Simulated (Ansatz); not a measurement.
HgSe: response to strain

The reference is HgSe in the zinc blende structure (space group F-43m, No. 216).

```
HgSe
1.0
    0.00000     3.06639     3.06639
    3.06639     0.00000     3.06639
    3.06639     3.06639     0.00000
Hg Se
1 1
Direct
  0.00000   0.00000   0.00000
  0.25000   0.25000   0.25000
```

Strains are applied to the cell and any free atomic positions relax.

Level of theory: PBEsol/PAW in Ansatz (a first-principles code), no SOC.

Notes on the quantities. energy relative to the base: free energy F.

```
change                    volume per atom  energy relative to the base  pressure
------------------------  ---------------  ---------------------------  --------
base                             28.83 Å³                   0 meV/atom   0.0 GPa
isotropic strain −3.00 %         26.31 Å³                 +43 meV/atom   5.9 GPa
isotropic strain −2.00 %         27.14 Å³                 +18 meV/atom   3.7 GPa
isotropic strain −1.50 %         27.55 Å³                 +10 meV/atom   2.6 GPa
isotropic strain −1.00 %         27.98 Å³                +4.4 meV/atom   1.7 GPa
isotropic strain −0.50 %         28.40 Å³                +1.1 meV/atom   0.8 GPa
isotropic strain +0.50 %         29.27 Å³                +1.0 meV/atom  -0.7 GPa
isotropic strain +1.00 %         29.71 Å³                +4.0 meV/atom  -1.4 GPa
isotropic strain +2.00 %         30.60 Å³                 +15 meV/atom  -2.6 GPa
isotropic strain +2.50 %         31.05 Å³                 +24 meV/atom  -3.2 GPa
```

A case with no gap was solved on a k-mesh chosen for an insulator, which is coarse for it. Stability against distortions was not tested. All final runs are without spin polarisation.
